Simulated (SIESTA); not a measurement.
# SIESTA run on HfTeS (P3m1, 3 atoms in the cell): self-consistent single point

Level of theory: GGA PBEsol, numerical atomic orbitals DZP, PseudoDojo PBEsol standard norm-conserving potentials (rewritten from UPF to PSML) (SIESTA).

This input was run:

```
# files in the folder: Hf.psml Te.psml S.psml (PseudoDojo PBEsol standard)
SystemName  HfTeS
SystemLabel HfTeS

NumberOfAtoms                3
NumberOfSpecies              3
%block ChemicalSpeciesLabel
  1 72 Hf
  2 52 Te
  3 16 S
%endblock ChemicalSpeciesLabel
LatticeConstant              1.0 Bohr
%block LatticeVectors
     7.210023261    0.000000000    0.000000000
    -3.605011631    6.244063297    0.000000000
     0.000000000    0.000000000   12.483757546
%endblock LatticeVectors
AtomicCoordinatesFormat      Ang
%block AtomicCoordinatesAndAtomicSpecies
    -0.000001908    2.202811768    0.197258743  1
     0.000000000    0.000000000    4.937612272  2
     1.907691908    1.101404232    1.471248985  3
%endblock AtomicCoordinatesAndAtomicSpecies

XC.functional                GGA
XC.authors                   PBEsol
PAO.BasisSize                DZP
PAO.EnergyShift              0.005 Ry
MeshCutoff                   300 Ry
%block kgrid.MonkhorstPack
    8   0   0  0.0
    0   8   0  0.0
    0   0   4  0.0
%endblock kgrid.MonkhorstPack
OccupationFunction           MP
OccupationMPOrder            0
ElectronicTemperature        136.0 meV

MaxSCFIterations             150
SCF.Mixer.Method             Broyden
SCF.Mixer.Weight             0.25
SCF.Mixer.History            6
SCF.DM.Tolerance             1.0E-04
Diag.ParallelOverK           true
WriteForces                  true
Charge.Mulliken              end
```

Output, abridged:

```
reinit: Reading from file input.fdf

reinit: System Name: HfTeS
reinit: System Label: HfTeS

coor:   Atomic-coordinates input format  =     Cartesian coordinates
coor:                                          (in Angstroms)

siesta: Atomic coordinates (Bohr) and species
siesta:     -0.00000   4.16271   0.37276  1        1
siesta:      0.00000   0.00000   9.33073  2        2
siesta:      3.60502   2.08135   2.78026  3        3

siesta: System type = bulk

initatomlists: Number of atoms, orbitals, and projectors:      3    50    83

siesta: ******************** Simulation parameters ****************************
redata: Spin configuration                          = none
redata: Time-Reversal Symmetry                      = T
redata: Number of Atomic Species                    =        3
redata: Mesh Cutoff                                 =   300.0000 Ry
redata: Net charge of the system                    =     0.0000 |e|
redata: Min. number of SCF Iter                     =        0
redata: Max. number of SCF Iter                     =      150
redata: SCF convergence failure will abort job
redata: SCF mix quantity                            = Hamiltonian
redata: Mix DM or H after convergence               =   F
redata: Recompute H after scf cycle                 =   F
redata: Mix DM in first SCF step                    =   T
redata: No kicks to SCF
redata: DM Mixing Weight for Kicks                  =     0.5000
redata: Require Harris convergence for SCF          =   F
redata: Harris energy tolerance for SCF             =     0.000100 eV
redata: Require DM convergence for SCF              =   T
redata: DM tolerance for SCF                        =     0.000100
redata: Require EDM convergence for SCF             =   F
redata: EDM tolerance for SCF                       =     0.001000 eV
redata: Require H convergence for SCF               =   T
redata: Hamiltonian tolerance for SCF               =     0.001000 eV
   [... lines left out ...]
diag: Used triangular part                          = Lower
diag: Absolute tolerance                            =  0.100E-15
diag: Orthogonalization factor                      =  0.100E-05
diag: Memory factor                                 =  1.0000

superc: Internal auxiliary supercell:     5 x     7 x     3  =     105
superc: Number of atoms, orbitals, and projectors:    315   5250   8715

                        Single-point calculation

superc: Internal auxiliary supercell:     5 x     7 x     3  =     105
superc: Number of atoms, orbitals, and projectors:    315   5250   8715

outcell: Unit cell vectors (Ang):
        3.815380    0.000000    0.000000
       -1.907690    3.304216    0.000000
        0.000000    0.000000    6.606120

outcell: Cell vector modules (Ang)   :    3.815380    3.815380    6.606120
outcell: Cell angles (23,13,12) (deg):     90.0000     90.0000    120.0000
outcell: Cell volume (Ang**3)        :     83.2823
new_DM -- step:     1
Initializing Density Matrix...

Attempting to read DM from file... Failed...
DM filled with atomic data:

InitMesh: MESH = 36 x 36 x 72 = 93312
InitMesh: Mesh cutoff (required, used) =   300.000   328.073 Ry

stepf: Methfessel-Paxton step function
       Using Hermite-Gauss polynomials of order  0
        iscf     Eharris(eV)        E_KS(eV)     FreeEng(eV)     dDmax    Ef(eV) dHmax(eV)
   scf:    1    -4672.075021    -4679.298322    -4679.298324  1.648681 -3.597335 10.782929
   scf:    2    -4683.043562    -4682.441398    -4682.448991  0.203129 -3.955204  1.638425
   scf:    3    -4682.709917    -4682.600782    -4682.608414  0.059971 -3.974130  1.264923
   scf:    4    -4682.675656    -4682.646779    -4682.654529  0.085435 -4.046533  0.530065
   scf:    5    -4682.654678    -4682.651673    -4682.659466  0.024238 -4.072973  0.209463
   scf:    6    -4682.652945    -4682.652648    -4682.660438  0.013458 -4.100647  0.066412
   scf:    7    -4682.652650    -4682.652776    -4682.660587  0.003684 -4.094443  0.024418
   scf:    8    -4682.652827    -4682.652814    -4682.660617  0.001481 -4.094817  0.004281
   scf:    9    -4682.652816    -4682.652815    -4682.660618  0.000259 -4.094177  0.001686
   scf:   10    -4682.652816    -4682.652815    -4682.660618  0.000103 -4.093968  0.000665
   scf:   11    -4682.652816    -4682.652816    -4682.660618  0.000054 -4.093882  0.000320
SCF Convergence by DM+H criterion
max |DM_out - DM_in|         :     0.0000537063
max |H_out - H_in|      (eV) :     0.0003195041
SCF cycle converged after 11 iterations

Using DM_out to compute the final energy and forces

siesta: E_KS(eV) =            -4682.6528

siesta: E_KS - E_eggbox =     -4682.6528

siesta: Atomic forces (eV/Ang):
     1   -0.000006    0.000004    0.189437
     2    0.000074   -0.000043   -0.172012
     3   -0.000071    0.000041   -0.018473
   Tot   -0.000002    0.000002   -0.001047
   Max    0.189437
   Res    0.085515    sqrt( Sum f_i^2 / 3N )
   Max    0.189437    constrained

Stress tensor Voigt[x,y,z,yz,xz,xy] (kbar):       31.55       31.77        6.48       -0.00        0.00        0.19
(Free)E + p*V (eV/cell)    -4683.8701
Target enthalpy (eV/cell)    -4682.6606

siesta: Program's energy decomposition (eV):
siesta: Ebs     =      -911.166180
siesta: Eions   =      5547.646846
siesta: Ena     =       620.877353
siesta: Ekin    =      2037.810824
siesta: Enl     =      -687.499791
siesta: Eso     =         0.000000
siesta: Edftu   =         0.000000
siesta: DEna    =        24.227305
siesta: DUscf   =         0.942677
siesta: DUext   =         0.000000
siesta: Ex      =     -1053.829305
siesta: Ec      =       -77.535032
siesta: Exc     =     -1131.364337
siesta: Eharris =     -4682.652816
siesta: Etot    =     -4682.652816
siesta: FreeEng =     -4682.660618

siesta: Atomic forces (eV/Ang):
siesta:      1   -0.000006    0.000004    0.189437
siesta:      2    0.000074   -0.000043   -0.172012
siesta:      3   -0.000071    0.000041   -0.018473
siesta: ----------------------------------------
siesta:    Tot   -0.000002    0.000002   -0.001047

siesta: Stress tensor (static) (eV/Ang**3):
siesta:     0.019693    0.000120    0.000003
siesta:     0.000120    0.019831   -0.000002
siesta:     0.000003   -0.000002    0.004044

siesta: Cell volume =         83.282295 Ang**3

siesta: Pressure (static):
siesta:                Solid            Molecule  Units
siesta:          -0.00015817         -0.00012169  Ry/Bohr**3
siesta:          -0.01452293         -0.01117322  eV/Ang**3
siesta:         -23.26829350        -17.90147889  kBar

mulliken: Atomic and Orbital Populations:

Species: Hf
Atom  Qatom  Qorb
               5s      6s      6s      5py     5pz     5px     6py     6pz
               6px     5dxy    5dyz    5dz2    5dxz    5dx2-y2 5dxy    5dyz
               5dz2    5dxz    5dx2-y2
   1 11.350   1.950   0.649  -0.087   1.965   1.965   1.965   0.294   0.305
              0.294   0.229   0.287   0.220   0.287   0.229   0.135   0.231

              0.069   0.231   0.135

Species: Te
Atom  Qatom  Qorb
               5s      5s      5py     5pz     5px     5py     5pz     5px
               4dxy    4dyz    4dz2    4dxz    4dx2-y2 5dxy    5dyz    5dz2
               5dxz    5dx2-y2
   2 16.444   1.687   0.102   1.476   1.608   1.476  -0.071  -0.083  -0.071
              2.002   2.003   2.002   2.003   2.002   0.060   0.065   0.059

              0.065   0.060

Species: S
Atom  Qatom  Qorb
               3s      3s      3py     3pz     3px     3py     3pz     3px
               3Pdxy   3Pdyz   3Pdz2   3Pdxz   3Pdx2-y2
   3  6.206   1.731   0.059   1.192   1.470   1.192   0.207   0.029   0.207
              0.023   0.024   0.025   0.024   0.023

mulliken: Qtot =       34.000

Mulliken Atomic Populations:
Atom #   charge [q] valence [e]  Species
     1     0.649827   11.350173  Hf
     2    -0.444216   16.444216  Te
     3    -0.205611    6.205611  S
 Total     0.000000
```

The run converged in 11 iterations.

The starting cell comes from a database of computed structures (which also holds hypothetical and non-ambient phases and stackings), without a prior relaxation at this level. Values carry the incompleteness of an atom-centred basis.
